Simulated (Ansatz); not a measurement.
Results of HSE06 (plane waves, PAW; Ansatz, a first-principles code) for CsCl-type CuZn.

Numerical settings: plane-wave cutoff 460 eV, 10×10×10 k mesh, Fermi–Dirac smearing 0.05 eV, no spin polarisation, scalar-relativistic PAW data made under PBE.

Pressure at four volumes; x = ln(V/13.008 Å³). One pressure is withheld.

```
V (Å³/atom)        x  P (GPa)
-----------  -------  -------
12.357       -0.0513     6.51
13.008        0.0000     0.07
13.333        0.0247    -2.49
13.658        0.0488        ?
```

**Question.** Pass a parabola P(x) through the three rows shown, estimate the bulk modulus and its pressure derivative near zero pressure, and predict the withheld pressure.

**Answer.** Slopes between the rows: (0.07 − (6.51))/(0.0000 − (-0.0513)) = -125.54 and (-2.49 − (0.07))/(0.0247 − (0.0000)) = -103.64 GPa. Their difference over the span 0.0760 is c = 21.90/0.0760 = 288.2 GPa, so P(x) = 6.51 + (-125.54)(x − (-0.0513)) + 288.2 (x − (-0.0513))(x − (0.0000)). At the middle row B = −dP/dx = −[-125.54 + 288.2 × 0.0513] = 110.8 GPa, and B′ = dB/dP = 2c/B = 5.2. At x = 0.0488 the parabola gives -4.65 GPa; the run gives -4.71 GPa. The Birch–Murnaghan fit to the energies at all volumes has B0 = 110 GPa and B′ = 5.0.

Measured, for comparison: bulk modulus 116 GPa (temperature not stated, no zero-point or thermal correction; as tabulated in Nepal et al. (2020), arXiv:2007.11150). Computed (rounded) less measured: bulk modulus -5 %.

Note: the run has no spin polarisation, so it can have missed a magnetic state.
